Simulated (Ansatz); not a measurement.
Consider SrTiO3 in the cubic perovskite structure (space group Pm-3m, No. 221).

```yaml
crystal:
  lattice:
    - [3.89104, 0.00000, 0.00000]
    - [0.00000, 3.89104, 0.00000]
    - [0.00000, 0.00000, 3.89104]
  atoms:
    - { symbol: Sr, position: [0.50000, 0.50000, 0.50000] }
    - { symbol: Ti, position: [0.00000, 0.00000, 0.00000] }
    - { symbol: O, position: [0.00000, 0.50000, 0.00000] }
    - { symbol: O, position: [0.50000, 0.00000, 0.00000] }
    - { symbol: O, position: [0.00000, 0.00000, 0.50000] }
```

All numbers come from PBEsol, PAW, 420 eV (Ansatz, an electronic-structure program; scalar-relativistic without spin-orbit coupling).

```
level   lattice parameter a
------  -------------------
PBEsol              3.891 Å
```

Measured: lattice parameter a 3.89 Å (0 K or low temperature; corrected from measurement; as listed in D. I. Bilc et al., Physical Review B (2008)).

Computed minus measured — lattice parameter a: PBEsol +0.0 %.

Whether these cells are dynamically stable was not tested. The final runs are not spin-polarised. Many cubic perovskites are stable only at high temperature; tilts and polar distortions were not tested.
